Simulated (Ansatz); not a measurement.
BaSi₂ (P-3m1), Ansatz (a first-principles code) with PBEsol, DFPT electron-phonon coupling, linearised Boltzmann equation: phonon-limited resistivity 22.4 μΩ·cm at 300 K along y (a = (4.03, 0.00, 0.00) Å; b = (-2.02, 3.49, 0.00) Å; c = (0.00, 0.00, 5.21) Å), 31.1 μΩ·cm at 400 K, current-weighted mean free path 9.2 nm, Drude plasma energy 4.24 eV.

Question: Estimate the electronic thermal conductivity at 300 K by the Wiedemann-Franz law (L₀ = 2.44×10⁻⁸ W·Ω/K²).

Answer: L₀T/ρ = 2.44×10⁻⁸ × 300/(22.4×10⁻⁸) = 32.7 W/(m·K). Inelastic scattering puts the true Lorenz number somewhat under L₀ near and below the Debye temperature.

Question: What Drude relaxation time do resistivity and plasma energy imply?

Answer: ω_p = 6.44e15 s⁻¹, so τ = 1/(ε₀ ω_p² ρ) = 12.2 fs, a damping ħ/τ of 54.2 meV.

Question: What temperature coefficient of resistance follows, and how does it compare with 1/T?

Answer: (ρ₄₀₀ − ρ₃₀₀)/(100 K × ρ₃₀₀) = 3.88×10⁻³ K⁻¹, against 1/T = 3.33×10⁻³ K⁻¹ for a resistivity proportional to T. It lies higher because phonons are still being populated at 300 K; impurities would add a constant and lower it.

A metal at this level (no band gap). Only scattering by harmonic phonons is included (no impurities, grain boundaries, electron-electron scattering or thermal expansion). Spin-orbit coupling is left out. The run warned that the eigensolver left some states short of its tolerance. Halving the electron mesh (24x24x16) moves the resistivity by up to 9 % at 300 K, the mean free path by up to 5 %. Smearing 0.20 eV; phonons on a 4x4x3 q mesh, which this run doesn't test.

Computed structure with no diffraction record at hand here (it may be known, metastable or hypothetical): BaSi2 (P-3m1).
